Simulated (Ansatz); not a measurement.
Base system: LiCl in the rock salt structure (space group Fm-3m, No. 225; a = 5.064 Å).

All numbers come from Kohn–Sham DFT with the PBEsol functional, run in Ansatz (a program for electronic structure) with PAW and 420 eV plane waves, no spin-orbit coupling.

For the base:

```
Property                               Result
-----------------------------  --------------
Volume per atom                      16.23 Å³
Electron mass                  0.46 mₑ (at Γ)
Width of the top valence band         1.20 eV
```

It is then changed as follows: cell and atoms relaxed at a pressure of 0.7 GPa.

Q: Predict the new volume per atom.

A: The volume per atom shrinks by 0.308 Å³ to 15.93 Å³.

Q: What happens to the electron mass?

A: The electron mass remains 0.46 mₑ (at Γ).

Q: What happens to the width of the top valence band?

A: The width of the top valence band goes up by 0.04 eV to 1.24 eV.

The levels and masses belong to the bands next to the band gap. Load acts through the strain it causes; cell and atoms are relaxed under it. Effective masses come from finite differences of ±0.01 Å⁻¹. Stability against distortions was not tested.
